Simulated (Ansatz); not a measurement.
Base system: Mo in the bcc (W type) structure (space group Im-3m, No. 229; a = 3.130 Å). Axes: x, y, z lie along the cube axes.

All numbers come from Kohn–Sham DFT with the PBEsol functional, run in Ansatz (a quantum-chemistry and plane-wave program) with PAW and 420 eV plane waves, no SOC, earlier PAW set.

Base values:

```
Property                          Value
-----------------------------  --------
Shortest interatomic distance  271.0 pm
Band gap                           zero
```

Modification: a free-standing slab of 7 layers (7 atoms, 1 a layer) is cut normal to [110], with 15 Å of vacuum and the in-plane cell held at bulk.

Predict the new excess energy per area of both faces, change of the spacing d12 from its bulk value of 2.213 Å, change of the spacing d23 from its bulk value of 2.213 Å, shortest interatomic distance and band gap.

The excess energy per area of both faces (slab less bulk energy over the cell's area: twice a surface energy) is 6.2 J/m² (uncertain by up to 0.2 J/m²); the change of the spacing d12 from its bulk value of 2.213 Å amounts to -4.8 %; the change of the spacing d23 from its bulk value of 2.213 Å comes out as +0.3 %; the shortest interatomic distance decreases by 8.5 pm to 262.5 pm; the band gap is still zero.

The excess energy carries the mismatch between the slab's and the bulk's meshes. Stability against distortions was not tested. All final runs are without spin polarisation.
